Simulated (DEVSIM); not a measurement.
Structure: Si n-i-p diode, at 350 K.

| layer (left to right) | material | thickness (μm) | Nd (cm⁻³) | Na (cm⁻³) | τn (s) | τp (s) |
|---|---|---|---|---|---|---|
| 1 | Si | 0.280 | 1.3e17 | - | 6.1e-7 | 6.1e-7 |
| 2 | Si | 2.50 | - | 6.6e13 | 6.1e-7 | 6.1e-7 |
| 3 | Si | 0.620 | - | 9.4e18 | 6.1e-7 | 6.1e-7 |

Left contact: ohmic. Right contact: ohmic. Voltage is applied to the left contact. Recombination: SRH at mid-gap. Mobility is μmin + (μ − μmin)/(1 + (N/Nref)^α).

This is a model device: material constants are rounded textbook-type values typed into the input, and sizes, dopings and lifetimes were drawn at random. Values at 300 K; Nc and Nv go as T^1.5, mobilities as T to minus their exponent, the gap by Varshni's rule with the affinity fixed.

```csv
parameter,Si
gap (eV),1.124
affinity (eV),4.05
permittivity,11.7
Nc (cm⁻³),2.86e19
Nv (cm⁻³),3.1e19
μn (cm²/Vs),1417
μp (cm²/Vs),470
"μn,min",52
"μp,min",45
"Nref,n",9.7e16
"Nref,p",2.2e17
αn,0.68
αp,0.72
T exponent of μn,2.3
T exponent of μp,2.2
Varshni α (eV/K),0.000473
Varshni β (K),636
```

Model (solved in DEVSIM): 1D drift-diffusion, Boltzmann statistics, complete ionisation; no tunnelling, impact ionisation, image-force lowering or self-heating.

The thickness of layer 2 was swept, all else fixed.

| thickness of layer 2 (μm) | dark forward voltage at 100 A/cm² (V) |
|---|---|
| 0.5 | 0.656 |
| 0.88 | 0.660 |
| 1.5 | 0.665 |
| 2.5 | 0.673 |
| 4.2 | 0.683 |
| 7.5 | 0.699 |
| 12 | 0.716 |

From the first row to the last the dark forward voltage at 100 A/cm² goes from 0.656 to 0.716.
